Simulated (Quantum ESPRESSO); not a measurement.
Sensitivity of a calculation on La4Sb2Pb (I-42d, 14 atoms in the cell) to its settings

```xyz
14
Lattice="4.8935 -4.8935 4.8944 4.8935 4.8935 4.8944 -4.8935 -4.8935 4.8944" Properties=species:S:1:pos:R:3 pbc="T T T"
La     0.6734     3.1548     5.4455
La    -1.7388     4.2201    -0.5511
La    -5.5670     1.7388     0.5511
La    -3.1548     0.6734     4.3433
La    -5.5670     3.1548    -2.9983
La    -3.1548     4.2201     2.9983
La     0.6734     1.7388     1.8961
La    -1.7388     0.6734     7.8927
Sb    -7.3403    -1.2234     1.2236
Sb    -1.2234     7.3403    -1.2236
Sb    -2.4468     1.2234     1.2236
Sb    -3.6702    -2.4468     3.6708
Pb     0.0000     4.8935     2.4472
Pb     0.0000     0.0000     4.8944
```

Base run A: Quantum ESPRESSO with LDA (PZ), GBRV 1.5 ultrasoft (LDA) pseudopotentials, self-consistent single point.

Its settings: ecutwfc = 40 Ry; ecutrho = 200 Ry; occupations = smearing; smearing = fermi-dirac; degauss = 0.0073499 Ry; potentials = {La: la_lda_v1.uspp.F.UPF, Sb: sb_lda_v1.4.uspp.F.UPF, Pb: pb_lda_v1.uspp.F.UPF}; K_POINTS = automatic 3 3 3 0 0 0; conv_thr = 1e-10 Ry; mixing_beta = 0.4.

The starting cell comes from a database of computed structures (which also holds hypothetical and non-ambient phases and stackings), without a prior relaxation at this level. In the base run, with a pressure of about -4 GPa the cell is away from its equilibrium volume at this level.

ΔF is the free energy per atom less that of run A. 

Runs:
- B: conv_thr: 1e-10 Ry → 7.3e-07 Ry
- C: lattice scaled by 1.015
- D: smearing: fermi-dirac → methfessel-paxton; degauss: 0.0073499 Ry → 0.0036749 Ry
- E: ecutwfc: 40 Ry → 36 Ry; ecutrho: 200 Ry → 180 Ry
- F: nbnd: default → 96
- G: mixing_beta: 0.4 → 0.2; mixing_mode: default → plain
- H: mixing_ndim: default → 16
- I: diago_david_ndim: default → 4

```json
[
 {"run": "A", "ΔF (meV/atom)": "0.00", "pressure (GPa)": "-3.76", "largest force (eV/Å)": "0.030"},
 {"run": "B", "ΔF (meV/atom)": "0.00", "pressure (GPa)": "-3.77", "largest force (eV/Å)": "0.031"},
 {"run": "C", "ΔF (meV/atom)": "45.0", "pressure (GPa)": "-5.62", "largest force (eV/Å)": "0.106"},
 {"run": "D", "ΔF (meV/atom)": "18.4", "pressure (GPa)": "-3.90", "largest force (eV/Å)": "0.042"},
 {"run": "E", "ΔF (meV/atom)": "2.6", "pressure (GPa)": "-4.03", "largest force (eV/Å)": "0.030"},
 {"run": "F", "ΔF (meV/atom)": "0.00", "pressure (GPa)": "-3.76", "largest force (eV/Å)": "0.030"},
 {"run": "G", "ΔF (meV/atom)": "0.00", "pressure (GPa)": "-3.76", "largest force (eV/Å)": "0.030"},
 {"run": "H", "ΔF (meV/atom)": "0.00", "pressure (GPa)": "-3.76", "largest force (eV/Å)": "0.030"},
 {"run": "I", "ΔF (meV/atom)": "0.00", "pressure (GPa)": "-3.76", "largest force (eV/Å)": "0.030"}
]
```

Run D against A: The free energy goes up by 18.4 meV/atom, the pressure goes from -3.76 to -3.90 GPa and the largest force goes from 0.030 to 0.042 eV/Å.

Run E against A: The free energy goes up by 2.6 meV/atom, the pressure goes from -3.76 to -4.03 GPa and the largest force stays at 0.030 eV/Å.

Run C against A: The free energy rises by 45.0 meV/atom, the pressure goes from -3.76 to -5.62 GPa and the largest force goes from 0.030 to 0.106 eV/Å.
